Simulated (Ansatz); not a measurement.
The parent structure is GaN in the wurtzite structure (space group P6_3mc, No. 186; a = 3.183 Å, c = 5.184 Å). Axes: x lies along a and z along c of the hexagonal cell.

Calculations: r2SCAN, PAW, 500 eV (Ansatz, an electronic-structure program; no spin-orbit coupling).

Base values:

The band gap is 2.35 eV. The gap character is direct at Γ. The valence-band top at Γ comes out as 0.00, 0.00, -0.04 eV.

It is then changed as follows: tensor shear ε_xy = +0.58 % (engineering shear γ = 0.0116), atoms relaxed at fixed cell.

Problem. Estimate the effect on the band gap.

Solution. The band gap decreases by 0.03 eV to 2.32 eV.

Problem. Predict the new gap character.

Solution. The gap character is still direct at Γ.

Problem. Estimate the effect on the valence-band top at Γ.

Solution. The valence-band top at Γ (three highest levels, from the VBM) changes from 0.00, 0.00, -0.04 eV to 0.00, -0.07, -0.07 eV.

Problem. What happens to the energy relative to the base?

Solution. The energy increases by 0.6 meV/atom.

Problem. What happens to the stress?

Solution. The stress (xx, yy, zz, yz, xz, xy; compression positive) amounts to (-0.01, 0.02, -0.01, 0.00, 0.00, -1.34) GPa.

The cells carry an imposed strain or load. Whether these cells are dynamically stable was not tested. k-point labels follow each cell's own Brillouin zone.
